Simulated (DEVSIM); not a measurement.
Structure: abrupt Si p-n junction, at 300 K.

| layer (left to right) | material | thickness (μm) | Nd (cm⁻³) | Na (cm⁻³) | τn (s) | τp (s) |
|---|---|---|---|---|---|---|
| 1 | Si | 14.0 | - | 1.3e17 | 1.1e-6 | 1.1e-6 |
| 2 | Si | 5.40 | 6e16 | - | 1.1e-6 | 1.1e-6 |

Left contact: ohmic. Right contact: ohmic. Voltage is applied to the left contact. Recombination: SRH at mid-gap, radiative. Mobility is μmin + (μ − μmin)/(1 + (N/Nref)^α).

This is a model device: material constants are rounded textbook-type values typed into the input, and sizes, dopings and lifetimes were drawn at random. Values at 300 K.

```csv
parameter,Si
gap (eV),1.124
affinity (eV),4.05
permittivity,11.7
Nc (cm⁻³),2.86e19
Nv (cm⁻³),3.1e19
μn (cm²/Vs),1417
μp (cm²/Vs),470
"μn,min",52
"μp,min",45
"Nref,n",9.7e16
"Nref,p",2.2e17
αn,0.68
αp,0.72
B (cm³/s),4.7e-15
```

DEVSIM, 1D drift-diffusion, Boltzmann statistics, complete ionisation; no tunnelling, impact ionisation, image-force lowering or self-heating.

Problem. Tabulate band edges, carrier densities and field at 0.9 V on the left contact.

Solution. Energies count from the Fermi level of the right contact; mesh points crowd at the junctions.

```csv
x (μm),Ec (eV),Ev (eV),n (cm⁻³),p (cm⁻³),field (V/cm)
0.000,0.082,-1.042,890,1.3e17,72
0.03486,0.083,-1.041,3.4e14,1.3e17,72
0.1262,0.083,-1.041,1.2e15,1.3e17,71
0.3436,0.085,-1.039,3.3e15,1.3e17,69
1.222,0.091,-1.033,1.0e16,1.4e17,62
3.025,0.101,-1.023,2.2e16,1.5e17,54
7.549,0.123,-1.001,4.0e16,1.7e17,45
12.03,0.142,-0.982,5.1e16,1.8e17,40
13.24,0.147,-0.977,5.4e16,1.8e17,39
13.71,0.149,-0.975,5.5e16,1.8e17,39
13.89,0.149,-0.975,5.5e16,1.9e17,39
13.99,0.148,-0.976,6.0e16,1.7e17,-2500
14.01,0.129,-0.995,1.2e17,8.3e16,-2800
14.07,0.127,-0.997,1.3e17,7.5e16,30
14.29,0.128,-0.996,1.3e17,7.2e16,38
14.73,0.130,-0.995,1.3e17,6.7e16,40
15.81,0.134,-0.990,1.1e17,5.4e16,46
17.81,0.145,-0.979,8.8e16,2.8e16,67
18.95,0.154,-0.970,6.9e16,9.1e15,99
19.23,0.157,-0.967,6.4e16,3.6e15,120
19.34,0.159,-0.965,6.1e16,1.2e15,120
19.40,0.159,-0.965,6.0e16,1900,130
```
